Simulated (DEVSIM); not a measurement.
Device: W/Si3N4/p-In0.53Ga0.47As capacitor, at 250 K.

| layer (left to right) | material | thickness (nm) | Na (cm⁻³) |
|---|---|---|---|
| 1 | Si3N4 | 4.50 | - |
| 2 | In0.53Ga0.47As | 480 | 1.4e18 |

Metal gate on the left, work function 4.6 eV. Fixed charge at the semiconductor interface 9.8e11 cm⁻² (in units of +e); no interface traps.

This is a model device: material constants are rounded textbook-type values typed into the input, and sizes, dopings and lifetimes were drawn at random. Values at 300 K; Nc and Nv go as T^1.5, mobilities as T to minus their exponent, the gap by Varshni's rule with the affinity fixed.

```
parameter         Si3N4  In0.53Ga0.47As
----------------  -----  --------------
gap (eV)            5.1            0.74
affinity (eV)       2.1            4.51
permittivity        7.5            13.9
Nc (cm⁻³)             -          2.1e17
Nv (cm⁻³)             -          7.7e18
Varshni α (eV/K)      -         0.00035
Varshni β (K)         -             190
```

DEVSIM, 1D Poisson equation in equilibrium, Boltzmann statistics, complete ionisation; no quantum confinement or tunnelling. Metal contacts follow the ideal Schottky-Mott rule: no Fermi-level pinning, no interface dipoles.

The gate work function was swept, all else fixed.

```csv
gate work function (eV),flat-band voltage (V)
4.3,-1.04
4.45,-0.89
4.6,-0.74
4.75,-0.59
4.9,-0.44
```

From the first row to the last the flat-band voltage goes from -1.04 to -0.44.
